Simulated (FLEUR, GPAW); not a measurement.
A GPAW input for a self-consistent single point of InNi3N (Pm-3m, 5 atoms in the cell) (DFT PBEsol, plane waves, GPAW PAW datasets PBEsol (made by gpaw-setup)):

```python
from ase import Atoms
from ase.units import GPa
from gpaw import GPAW

atoms = Atoms(['In', 'Ni', 'Ni', 'Ni', 'N'],
              cell=[[3.839860, 0.000000, 0.000000],
                    [0.000000, 3.839860, 0.000000],
                    [0.000000, 0.000000, 3.839860]],
              scaled_positions=[[0.000000, 0.000000, 0.000000],
                                [0.500000, 0.500000, 0.000000],
                                [0.000000, 0.500000, 0.500000],
                                [0.500000, 0.000000, 0.500000],
                                [0.500000, 0.500000, 0.500000]],
              pbc=True)

calc = GPAW(mode={'name': 'pw', 'ecut': 900},
            xc='PBEsol',
            kpts=(9, 9, 9),
            occupations={'name': 'methfessel-paxton', 'width': 0.1, 'order': 0},
            nbands=-13,
            convergence={'density': 1e-05, 'energy': 1e-05},
            symmetry={'symmorphic': False, 'tolerance': 0.0005},
            maxiter=150)

atoms.calc = calc

energy = atoms.get_potential_energy()
print('Energy (eV):', round(energy, 6))
forces = atoms.get_forces()
print('Forces (eV/Ang):')
print(forces.round(5))
stress = atoms.get_stress()
print('Stress (GPa, Voigt):', (stress / GPa).round(4))
```

**Question.** Write the same calculation as an input for FLEUR.

**Answer.** This is the input that was run; spellings and numerical settings could be chosen otherwise.

Input of the input generator:

```
InNi3N
&input film=f /
7.2562837569 0.0000000000 0.0000000000
0.0000000000 7.2562837569 0.0000000000
0.0000000000 0.0000000000 7.2562837569
1.0
1.0 1.0 1.0

5
49 0.0000000000 0.0000000000 0.0000000000
28 0.5000000000 0.5000000000 0.0000000000
28 0.0000000000 0.5000000000 0.5000000000
28 0.5000000000 0.0000000000 0.5000000000
7 0.5000000000 0.5000000000 0.5000000000

&comp jspins=1 /
&exco xctyp='PBEs' /
&kpt div1=9 div2=9 div3=9 /
&end /
```

```xml
<?xml version="1.0" encoding="UTF-8" standalone="no"?>
<fleurInput fleurInputVersion="0.39">
   <comment>
      InNi3N                                                                                              
   </comment>
   <calculationSetup>
      <cutoffs Kmax="4.7" Gmax="18.8" GmaxXC="18.8" numbands="0"/>
      <scfLoop itmax="80" minDistance="0.00001" maxIterBroyd="40" imix="Anderson" alpha="0.05" precondParam="0.0" spinf="2.0"/>
      <coreElectrons ctail="T" frcor="F" kcrel="0" coretail_lmax="0"/>
      <xcFunctional name="PBEs" relativisticCorrections="F"/>
      <magnetism jspins="1"/>
      <soc l_soc="F" theta="0.0" phi="0.0" spav="F"/>
      <expertModes spex="0" secvar="F"/>
      <geometryOptimization l_f="T" forcealpha="1.0" forcemix="BFGS" epsdisp="0.00001" epsforce="0.00001"/>
      <ldaU l_linMix="F" mixParam="0.05" spinf="1.0"/>
   </calculationSetup>
   <cell>
      <bzIntegration valenceElectrons="66.0" mode="gauss" fermiSmearingEnergy="0.00367493">
         <kPointListSelection listName="default-1"/>
         <!-- k-points included here -->
         <xi:include xmlns:xi="http://www.w3.org/2001/XInclude" href="kpts.xml"> </xi:include>
      </bzIntegration>
      <!-- symmetry operations included here -->
      <xi:include xmlns:xi="http://www.w3.org/2001/XInclude" href="sym.xml"> </xi:include>
      <bulkLattice scale="1.0">
         <bravaisMatrix>
            <row-1>    7.2562837569000003     0.0000000000000000     0.0000000000000000</row-1>
            <row-2>    0.0000000000000000     7.2562837569000003     0.0000000000000000</row-2>
            <row-3>    0.0000000000000000     0.0000000000000000     7.2562837569000003</row-3>
         </bravaisMatrix>
      </bulkLattice>
   </cell>
   <atomSpecies>
      <species name="Indium (In)" element="In" atomicNumber="49">
         <mtSphere radius="2.63" gridPoints="905" logIncrement="0.014"/>
         <atomicCutoffs lmax="10" lnonsphr="8"/>
         <electronConfig flipSpins="F">
            <coreConfig>(1s1/2) (2s1/2) (2p1/2) (2p3/2) (3s1/2) (3p1/2) (3p3/2) (4s1/2) (3d3/2) (3d5/2) (4p1/2) (4p3/2)</coreConfig>
            <valenceConfig>(5s1/2) (4d3/2) (4d5/2) (5p1/2) (5p3/2)</valenceConfig>
            <stateOccupation state="(5p1/2)" spinUp="0.1666666666667" spinDown="0.1666666666667"/>
            <stateOccupation state="(5p3/2)" spinUp="0.3333333333333" spinDown="0.3333333333333"/>
         </electronConfig>
         <energyParameters s="5" p="5" d="5" f="4"/>
         <lo type="SCLO" l="2" n="4" eDeriv="0"/>
      </species>
      <species name="Nickel (Ni)" element="Ni" atomicNumber="28">
         <mtSphere radius="2.16" gridPoints="747" logIncrement="0.016"/>
         <atomicCutoffs lmax="8" lnonsphr="6"/>
         <electronConfig flipSpins="F">
            <coreConfig>(1s1/2) (2s1/2) (2p1/2) (2p3/2) (3s1/2)</coreConfig>
            <valenceConfig>(3p1/2) (3p3/2) (4s1/2) (3d3/2) (3d5/2)</valenceConfig>
            <stateOccupation state="(3d3/2)" spinUp="1.6" spinDown="1.6"/>
            <stateOccupation state="(3d5/2)" spinUp="2.4" spinDown="2.4"/>
         </electronConfig>
         <energyParameters s="4" p="4" d="3" f="4"/>
         <lo type="SCLO" l="1" n="3" eDeriv="0"/>
      </species>
      <species name="Nitrogen (N)" element="N" atomicNumber="7">
         <mtSphere radius="1.22" gridPoints="423" logIncrement="0.024"/>
         <atomicCutoffs lmax="6" lnonsphr="4"/>
         <electronConfig flipSpins="F">
            <coreConfig>(1s1/2)</coreConfig>
            <valenceConfig>(2s1/2) (2p1/2) (2p3/2)</valenceConfig>
            <stateOccupation state="(2p1/2)" spinUp="0.5" spinDown="0.5"/>
            <stateOccupation state="(2p3/2)" spinUp="1.0" spinDown="1.0"/>
         </electronConfig>
         <energyParameters s="2" p="2" d="3" f="4"/>
      </species>
   </atomSpecies>
   <atomGroups>
      <atomGroup species="Indium (In)">
         <relPos label="                   1">.0000000000 .0000000000 .0000000000</relPos>
         <force calculate="T" relaxXYZ="TTT"/>
      </atomGroup>
      <atomGroup species="Nickel (Ni)">
         <relPos label="                   2">1.000/2.000 1.000/2.000 .0000000000</relPos>
         <relPos label="                   3">.0000000000 1.000/2.000 1.000/2.000</relPos>
         <relPos label="                   4">1.000/2.000 .0000000000 1.000/2.000</relPos>
         <force calculate="T" relaxXYZ="TTT"/>
      </atomGroup>
      <atomGroup species="Nitrogen (N)">
         <relPos label="                   5">1.000/2.000 1.000/2.000 1.000/2.000</relPos>
         <force calculate="T" relaxXYZ="TTT"/>
      </atomGroup>
   </atomGroups>
   <output dos="F" band="F" slice="F">
      <checks vchk="F" cdinf="F"/>
      <bandDOS minEnergy="-.5*Htr" maxEnergy="0.5*Htr" sigma="0.015" storeEVData="T"/>
      <vacuumDOS vacdos="F" integ="F" star="F" nstars="0" locx1="0.0" locy1="0.0" locx2="0.0" locy2="0.0" nstm="0" tworkf="0.0"/>
      <unfoldingBand unfoldBand="F" supercellX="1" supercellY="1" supercellZ="1"/>
      <plotting iplot="0" polar="F">
         <plot TwoD="T" vec1="  1.0  0.0  0.0" vec2="  0.0  1.0  0.0" vec3="  0.0  0.0  1.0" zero="  0.0  0.0  0.0" file="plot"/>
      </plotting>
      <chargeDensitySlicing numkpt="0" minEigenval="0.0" maxEigenval="0.0" nnne="0" pallst="F"/>
      <specialOutput eonly="F"/>
      <magneticCircularDichroism mcd="F" energyLo="-10.0" energyUp="0.0"/>
   </output>
  <!-- We include the file relax.xml here to enable relaxations (see documentation) -->
  <xi:include xmlns:xi="http://www.w3.org/2001/XInclude" href="relax.xml"> <xi:fallback/> </xi:include>
</fleurInput>
```

Basis settings and potentials, where a program has them, do not carry over. This input uses DFT, PBEsol, all-electron FLAPW (FLEUR), scalar-relativistic valence.

The starting cell comes from a database of computed structures (which also holds hypothetical and non-ambient phases and stackings), without a prior relaxation at this level.
